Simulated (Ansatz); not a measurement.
# Pt, response to strain

Take Pt in the fcc (Cu type) structure (space group Fm-3m, No. 225; relaxed with 0.1 eV smearing) as the base.

```yaml
crystal:
  lattice:
    - [0.00000, 1.94769, 1.94769]
    - [1.94769, 0.00000, 1.94769]
    - [1.94769, 1.94769, 0.00000]
  atoms:
    - { symbol: Pt, position: [0.00000, 0.00000, 0.00000] }
```

Cartesian axes are those of the cell as printed.

Strains are applied to the cell and any free atomic positions relax; under biaxial strain the out-of-plane vector relaxes too.

All numbers come from plane-wave PAW DFT at the LDA level (Ansatz, a first-principles code, 420 eV), scalar-relativistic without spin-orbit coupling.

| biaxial strain, plane normal [001], relaxed out of plane (%) | out-of-plane strain (%) |
|---|---|
| 0 | 0.00 |
| 0.5 | -0.71 |
| 1 | -1.42 |
| 1.5 | ? |
| 2 | -2.86 |
| 2.5 | -3.59 |
| 3 | -4.33 |

Q: Fit ε⊥ = −νε + γε² (strains in %) to the rows shown and predict the withheld row.

A: Least squares on the printed values gives ν = 1.41 (the biaxial Poisson response) and γ = -0.012 (largest residual 0.00 %); this predicts -2.14 %, and the run gives -2.13 %, in agreement.

Stability against distortions was not tested. All final runs are without spin polarisation.
